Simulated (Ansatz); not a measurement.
## A computed series for Al2Cu: pressure series

Base system: Al2Cu (space group I4/mcm, No. 140; a = 6.060 Å, c = 4.875 Å).

Cell and atoms are relaxed at each pressure.

All numbers come from PBE (Ansatz, an electronic-structure program), spin-orbit coupling left out.

Notes on the quantities. enthalpy: H = E + PV relative to the base's energy.

```json
[
 {"case": "base", "enthalpy": "–", "volume per atom": "14.92 Å³"},
 {"case": "pressure −2 GPa", "enthalpy": "-0.19 eV/atom", "volume per atom": "15.23 Å³"},
 {"case": "pressure −1 GPa", "enthalpy": "-0.09 eV/atom", "volume per atom": "(withheld)"},
 {"case": "pressure 0.9 GPa", "enthalpy": "+0.08 eV/atom", "volume per atom": "(withheld)"},
 {"case": "pressure 2.1 GPa", "enthalpy": "+0.19 eV/atom", "volume per atom": "(withheld)"},
 {"case": "pressure 4.5 GPa", "enthalpy": "+0.41 eV/atom", "volume per atom": "14.31 Å³"},
 {"case": "pressure 9 GPa", "enthalpy": "+0.81 eV/atom", "volume per atom": "13.82 Å³"},
 {"case": "pressure 15 GPa", "enthalpy": "+1.31 eV/atom", "volume per atom": "13.28 Å³"},
 {"case": "pressure 22.5 GPa", "enthalpy": "+1.92 eV/atom", "volume per atom": "(withheld)"},
 {"case": "pressure 30 GPa", "enthalpy": "+2.51 eV/atom", "volume per atom": "12.28 Å³"}
]
```

Q: Fill in the withheld entries from the trend.

A: 
- pressure −1 GPa, volume per atom: 15.07 Å³
- pressure 0.9 GPa, volume per atom: 14.78 Å³
- pressure 2.1 GPa, volume per atom: 14.62 Å³
- pressure 22.5 GPa, volume per atom: 12.73 Å³

Load acts through the strain it causes; cell and atoms are relaxed under it. Stability against distortions was not tested. Competing high-pressure phases were not computed. The final runs are not spin-polarised.
